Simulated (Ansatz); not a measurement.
Input:

```
CELL_PARAMETERS angstrom
      3.27886     0.00000     0.00000
     -1.63943     2.83957     0.00000
      0.00000     0.00000     7.06189
ATOMIC_POSITIONS crystal
  B  0.00000 0.50000 0.33333
  B  0.50000 0.50000 0.66667
  B  0.50000 0.00000 0.00000
  P  0.00000 0.50000 0.83333
  P  0.50000 0.50000 0.16667
  P  0.50000 0.00000 0.50000
```

No spin polarisation.

Level of theory: PBE (Ansatz, a first-principles code; PAW; 420 eV plane waves; no spin-orbit coupling). Γ-centred 12×12×5 mesh, Fermi–Dirac width 0.05 eV.

Problem. Predict the hole mass and pressure.

Solution. The hole mass comes out as 0.33 mₑ along z, 0.47 mₑ across (at Γ) and the pressure (mean of the normal stresses, compression positive) is -1.6 GPa.

The levels and masses belong to the bands next to the band gap. The cells carry an imposed strain or load. Effective masses come from finite differences of ±0.01 Å⁻¹. Whether these cells are dynamically stable was not tested. The cell was made from BP (space group P6_422, No. 181; a hypothetical phase, not in the database extracts checked) by this change: uniaxial strain ε_zz = +0.95 %.
